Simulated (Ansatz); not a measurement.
Hypothetical anti-perovskite Mn3SiN, response to strain

The reference is Mn$_{3}$SiN in the anti-perovskite structure (space group Pm-3m, No. 221; a = 3.6768 Å; ferromagnetic; a hypothetical phase, not in the database extracts checked). Axes: x, y, z lie along the cube axes.

Strains are applied to the cell and any free atomic positions relax; under biaxial strain the out-of-plane vector relaxes too.

Method: PBEsol, PAW, 420 eV (Ansatz, an electronic-structure program; without spin-orbit coupling).

Notes on the quantities. energy relative to the base: free energy F; pressure: mean of the normal stresses, compression positive.

```csv
change,energy relative to the base,largest site moment,pressure,space group
base,0 meV/atom,0.56 μB,0.0 GPa,Pm-3m (No. 221)
"biaxial strain +3.15 %, plane normal [001], relaxed out of plane",+35 meV/atom,0.91 μB,-11.1 GPa,P4/mmm (No. 123)
isotropic strain +3.47 %,+84 meV/atom,0.75 μB,-22.6 GPa,Pm-3m (No. 221)
tensor shear ε_xz = −1.41 %,+2.3 meV/atom,0.56 μB,0.1 GPa,Cmmm (No. 65)
tensor shear ε_xz = −1.45 %,+2.5 meV/atom,0.56 μB,0.2 GPa,Cmmm (No. 65)
```

The magnetic state is the one reached from the starting moments; the real material's order can differ, and small cells can't hold many antiferromagnetic ones. Without a gap, meshes like the base's 13×13×13 leave anisotropic stresses uncertain by several tenths of a GPa, and small strain energies with them. No phonon test of stability was made.
